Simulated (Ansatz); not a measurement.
We consider YSi2 (within 0.1 Å of I4₁/amd, No. 141, 6 atoms in the cell; start mp-12769; a measured phase of this formula has another space group), described by PBEsol (PAW; Ansatz, a quantum-chemistry and plane-wave program).

Settings: plane-wave cutoff 520 eV, 14×14×8 k mesh (along the axes of the cell as run), Fermi–Dirac smearing 0.05 eV, scalar-relativistic PAW data made under PBE.

Cell (relaxed at this level):

```xyz
6
Lattice="2.7682 -2.7680 -0.0206 2.7682 2.7680 -0.0206 -2.7196 0.0000 7.3447" Properties=species:S:1:pos:R:3 pbc="T T T"
Y      0.7286    -0.6921     5.4880
Y      2.0883     0.6921     1.8156
Si     0.7207     2.0764     4.2933
Si     2.0962    -2.0764     3.0103
Si     0.7364     2.0764     6.6826
Si     2.0805    -2.0764     0.6210
```

### Question
Give the computed bulk modulus.

### Answer

- bulk modulus = 93.6 GPa

The run finds no gap.

Note: the bulk modulus is −V dP/dV from two relaxed cells at ±2 % in volume.

Static lattice: no zero-point or thermal effects.

Computing time: around 14 core-minutes (rough).

A start named mp-… is a Materials Project structure, which need not be a measured phase.
